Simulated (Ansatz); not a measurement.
The decay constant κ of evanescent states in the gap governs leakage through a thin film.

```
MgO
1.0
    3.02492     0.00000     0.00000
    0.00000     3.02492     0.00000
    1.51246    -1.51246     2.13894
Mg O
1 1
Cartesian
  0.00000   0.00000   0.00000
  1.51246   1.51246   0.00000
```

The cell is strained (all lengths scaled by 1.02); by r2SCAN it stands under a pressure of -7.8 GPa.

Transport runs along the normal of the first two printed cell vectors, the (001) plane of the conventional cell.

The gap is the functional's own, uncorrected, and κ follows it; spin-orbit coupling is left out. Mid-gap means the computed energy nearest the middle.

Problem. Compute, with r2SCAN run with Ansatz (an electronic-structure program), the band gap and the smallest decay constant κ at mid-gap.

Solution. Gap 5.17 eV on a 14×14×14 mesh; κ = 0.351 1/Å, at the zone centre.
